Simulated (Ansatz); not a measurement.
The starting structures come from a database of crystals and need not be the phases stable at ambient conditions.

By LDA, the system below comes out a metal.

The ballistic (Sharvin) conductance counts the channels at the Fermi level: G/A = (e²/h) × channels of both spins per area.

Consider the following.

```
RuSi
1.0
    2.91612     0.00000     0.00000
    0.00000     4.12402     0.00000
    0.00000     2.06201     2.06201
Si Ru
1 1
Direct
  0.50000   0.50000   0.00000
  0.00000   0.00000   0.00000
```

The cell is taken as given; by LDA it stands under a pressure of -6.4 GPa.

The current flows along the normal of the first two printed cell vectors, the (110) plane of the conventional cell. No spin-orbit coupling; the value is a mean over 0.1 eV about the Fermi level.

### Question
State the ballistic conductance per area according to LDA (Ansatz, a quantum-chemistry and plane-wave program).

### Answer
0.45 × 10¹⁵ S/m² for both spins.
